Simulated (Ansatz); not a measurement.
The parent structure is Mo in the bcc (W type) structure (space group Im-3m, No. 229; a = 3.161 Å).

Structures relaxed with plane-wave PAW DFT at the PBE level (Ansatz, a first-principles code, 420 eV), spin-orbit coupling left out, earlier PAW set.

Base:

Simulated powder pattern, Cu Kα, λ = 1.54184 Å (kinematic, ideal powder, no thermal factors, no anomalous dispersion; the 8 strongest lines at most, above 2 %, up to 2θ = 90°):

```
2θ (°)  I/Imax (%)    hkl
------  ----------  -----
40.36          100  (110)
58.39           16  (200)
73.37           33  (211)
87.24           11  (220)
```

One thing is altered: a hydrostatic pressure of 100 GPa.

Q: How do the reflections move or split?

A: 
Simulated powder pattern, Cu Kα, λ = 1.54184 Å (kinematic, ideal powder, no thermal factors, no anomalous dispersion; the 8 strongest lines at most, above 2 %, up to 2θ = 90°):

```json
[
 {"2θ (°)": "43.84", "I/Imax (%)": "100", "hkl": "(110)"},
 {"2θ (°)": "63.73", "I/Imax (%)": "16", "hkl": "(200)"},
 {"2θ (°)": "80.57", "I/Imax (%)": "33", "hkl": "(211)"}
]
```

The indices refer to the base's conventional cell; one index is shown for lines that coincide.

Load acts through the strain it causes; cell and atoms are relaxed under it. Whether these cells are dynamically stable was not tested. No other phases were tried under pressure. The final runs are not spin-polarised.
